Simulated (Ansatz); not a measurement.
Response to strain in ZrRh3

Start from ZrRh3 in the Cu3Au type structure (space group Pm-3m, No. 221; a = 3.9057 Å; relaxed with 0.1 eV smearing). Axes: x, y, z lie along the cube axes.

Strains are applied to the cell and any free atomic positions relax; under biaxial strain the out-of-plane vector relaxes too.

Method: PBEsol (Ansatz, a first-principles code), no SOC.

Notes on the quantities. energy relative to the base: free energy F; pressure: mean of the normal stresses, compression positive.

| case | shortest interatomic distance | energy relative to the base | space group | pressure |
|---|---|---|---|---|
| base | 2.762 Å | 0 meV/atom | Pm-3m (No. 221) | 0.0 GPa |
| biaxial strain −0.88 %, plane normal [110], relaxed out of plane | 2.737 Å | +3.5 meV/atom | Cmmm (No. 65) | 2.8 GPa |
| biaxial strain −0.82 %, plane normal [111], relaxed out of plane | 2.739 Å | +3.2 meV/atom | R-3m (No. 166) | 2.9 GPa |
| biaxial strain +1.14 %, plane normal [111], relaxed out of plane | 2.760 Å | +5.8 meV/atom | R-3m (No. 166) | -3.6 GPa |
| isotropic strain −0.23 % | 2.755 Å | +0.5 meV/atom | Pm-3m (No. 221) | 1.7 GPa |
| uniaxial strain ε_zz = +1.66 % | 2.762 Å | +4.3 meV/atom | P4/mmm (No. 123) | -3.7 GPa |

No phonon test of stability was made. The final runs are not spin-polarised.
